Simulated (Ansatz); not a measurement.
A self-consistent single point of a (001) slab of SrIn2 (cut from a parent of space group no. 194; 6 atoms in the cell) with Ansatz (a first-principles code).

Method: LDA (PW92), PAW files made with PBE (plane waves; Ansatz).

```
In2Sr
1.0
    5.06967     0.00000     0.00000
   -2.53484     4.39046     0.00000
    0.00000     0.00000    21.39719
Sr In
2 4
Direct
  0.00000   0.00000   0.59529
  0.00000   0.00000   0.40471
  0.33333   0.66667   0.67285
  0.66667   0.33333   0.32715
  0.66667   0.33333   0.48227
  0.33333   0.66667   0.51773
```

Reference input (self-consistent single point, DFT, LDA (PW92), plane waves, PAW files made with PBE): basis.ecutwfc = 30.9 Ry; kpoints.mp_grid.grid = 7 7 1; hamiltonian.xc = lda; hamiltonian.pseudopotentials = {kind: paw} (the program's default PAW files); scf.occupations.method = gaussian; scf.occupations.width = 0.0073 Ry. This run's input differs from it in these lines:

Ansatz 0.2 input:
```diff
@@ -15,3 +15,3 @@
 kpoints:
-  mp_grid: { grid: [7, 7, 1] }
+  mp_grid: { grid: [9, 9, 1] }
 hamiltonian:
```

Output, abridged:

```
SCF iter   1: F=—  HF=-28717.725348 eV  |F-HF|=—  |Δ(HF+E_count)|=         —  Δρ=1.21e-2  dr2=5.28e0  ethr=3.10e-3  ⟨swp⟩=14.1  Hψ=3343  notcnv=0
all-band conjugate gradients solve this SCF's bands
preconditioner: auto → LDOS
SCF iter   2: F=—  HF=-28717.120041 eV  |F-HF|=—  |Δ(HF+E_count)|=   6.05e-1  Δρ=1.08e-2  dr2=7.22e-1  ethr=3.10e-3  ⟨swp⟩=3.2  Hψ=1108  notcnv=0  defer=20
   [... lines left out ...]
SCF iter   6: F=—  HF=-28716.883169 eV  |F-HF|=—  |Δ(HF+E_count)|=   1.03e-4  Δρ=6.14e-5  dr2=2.03e-5  ethr=5.92e-7  ⟨swp⟩=2.1  Hψ=852  notcnv=0  defer=24
SCF iter   7: F=—  HF=-28716.883172 eV  |F-HF|=—  |Δ(HF+E_count)|=   3.18e-6  Δρ=2.02e-5  dr2=2.82e-6  ethr=2.82e-8  ⟨swp⟩=2.0  Hψ=891  notcnv=0  defer=24
SCF iter   8: F=—  HF=-28716.883172 eV  |F-HF|=—  |Δ(HF+E_count)|=   1.20e-7  Δρ=5.34e-6  dr2=1.74e-7  ethr=3.92e-9  ⟨swp⟩=2.0  Hψ=875  notcnv=0  defer=24
SCF iter   9: F=-28716.883172 eV  HF=-28716.883172 eV  |F-HF|=1.78e-8  |Δ(HF+E_count)|=   1.61e-7  Δρ=2.22e-6  dr2=2.87e-8  ethr=1.39e-10  ⟨swp⟩=17.9  Hψ=3151  notcnv=0
SCF 1 converged in 9 iterations: F = -28716.883172 eV  dr2 = 2.87e-8
Free energy (F): -28716.883172 eV
Internal energy: -28716.864529 eV  (E = F + TS)
E sigma→0 (E₀):  -28716.873850 eV
Entropy (-TS):   -0.018643 eV (-3.107 meV/atom)
Fermi energy:    0.814544 eV
--- Forces (eV/Å), atoms counted from 1 ---
  atom   1  Sr     0.00000000    -0.00000000    -0.11881209
  atom   2  Sr    -0.00000000     0.00000000     0.11881209
  atom   3  In    -0.00000000     0.00000000    -0.17543011
  atom   4  In    -0.00000000    -0.00000000     0.17543011
  atom   5  In    -0.00000000     0.00000000    -0.00202415
  atom   6  In    -0.00000000    -0.00000000     0.00202415
--- Stress (GPa, compression-positive) ---
       -1.440315       0.000000      -0.000000
       -0.000000      -1.440315       0.000000
       -0.000000      -0.000000      -0.598739
  P = ⅓ Tr σ = -1.1598 GPa (-11.598 kbar)
  The stress holds the Pulay correction. Without it, at fixed plane waves, as pw.x and ABINIT print it: P = -1.1640 GPa
```

The run converged in 9 iterations. Against the reference run the free energy goes down by 2.5 meV/atom and the largest force stays at 0.175 eV/Å.

The starting cell comes from a database of computed structures (which also holds hypothetical and non-ambient phases and stackings), without a prior relaxation at this level. The slab is cut from that crystal, and its faces are unrelaxed. Its lattice was rescaled by up to half a per cent.
